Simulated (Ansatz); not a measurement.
Here is the system:

```xyz
2
Lattice="2.6729 0.0000 0.0000 -1.3365 2.3148 0.0000 0.0000 0.0000 4.2282" Properties=species:S:1:pos:R:3 pbc="T T T"
Os     0.0000     1.5432     1.0571
Os     1.3365     0.7716     3.1712
```

The numbers are results of PBEsol, DFPT electron-phonon coupling, linearised Boltzmann equation (plane waves, PAW, scalar-relativistic; Ansatz, a quantum-chemistry and plane-wave program), not measurements. Condition of this run: hydrostatic pressure 30 GPa (the target of the relaxation). How the cell was made: relaxed with this functional, without spin-orbit coupling, then loaded as said.

Q: What phonon-limited resistivity does this give at 300 K?

A: 5.9 (x), 5.9 (y), 4.0 (z) μΩ·cm.

Q: How long is the mean free path there?

A: 11.3 (x), 11.3 (y), 11.1 (z) nm, weighted by the current that each state carries. Wires not much wider than this gain resistivity from their walls.

A metal at this level (no band gap). Only scattering by harmonic phonons is included (no impurities, grain boundaries, electron-electron scattering or thermal expansion). Spin-orbit coupling is left out, which matters with elements this heavy. Halving the electron mesh (36x36x20) moves the resistivity by up to 1 % at 300 K, the mean free path by up to 1 %. Smearing 0.20 eV; phonons on a 6x6x3 q mesh, which this run doesn't test.
